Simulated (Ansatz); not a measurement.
# MgTe: response to strain

The reference is MgTe in the zinc blende structure (space group F-43m, No. 216; a = 6.4384 Å). Axes: x, y, z lie along the cube axes.

Strains are applied to the cell and any free atomic positions relax; under biaxial strain the out-of-plane vector relaxes too; under stress the whole cell relaxes.

The values are results of Ansatz (an electronic-structure program) PBEsol, scalar-relativistic without spin-orbit coupling, earlier PAW set, not measurements.

Notes on the quantities. energy relative to the base: free energy F.

```csv
variant,volume per atom,space group,gap character,energy relative to the base,band gap
base,33.36 Å³,F-43m (No. 216),direct at Γ,0 meV/atom,2.35 eV
"biaxial strain −2.62 %, plane normal [001], relaxed out of plane",32.74 Å³,I-4m2 (No. 119),direct at Γ,+5.1 meV/atom,2.34 eV
"biaxial strain −2.51 %, plane normal [001], relaxed out of plane",32.77 Å³,I-4m2 (No. 119),direct at Γ,+4.7 meV/atom,2.35 eV
"biaxial strain −2.24 %, plane normal [001], relaxed out of plane",32.84 Å³,I-4m2 (No. 119),direct at Γ,+3.7 meV/atom,2.35 eV
isotropic strain −0.56 %,32.80 Å³,F-43m (No. 216),direct at Γ,+1.1 meV/atom,2.42 eV
isotropic strain −0.20 %,33.16 Å³,F-43m (No. 216),direct at Γ,+0.1 meV/atom,2.37 eV
tensor shear ε_yz = +3.20 %,33.33 Å³,Imm2 (No. 44),direct at Γ,+7.1 meV/atom,2.09 eV
"uniaxial stress, 1 GPa tension along x",33.62 Å³,I-4m2 (No. 119),direct at Γ,+4.2 meV/atom,2.23 eV
"uniaxial stress, 3 GPa compression along z",28.88 Å³,I-4m2 (No. 119),"indirect, Γ → M",+110 meV/atom,0.13 eV
"uniaxial stress, 3 GPa tension along x",34.04 Å³,I-4m2 (No. 119),–,+29 meV/atom,1.94 eV
```

With Te present, leaving out spin-orbit coupling can change the band edges. Beyond what the load breaks, stability against distortions was not tested. Under uniaxial stress, 3 GPa compression along z the cell changed shape so far that it is another structure. The zero or small gap of MgTe under uniaxial stress, 3 GPa compression along z can change with the level of theory. k-point labels follow each cell's own Brillouin zone.
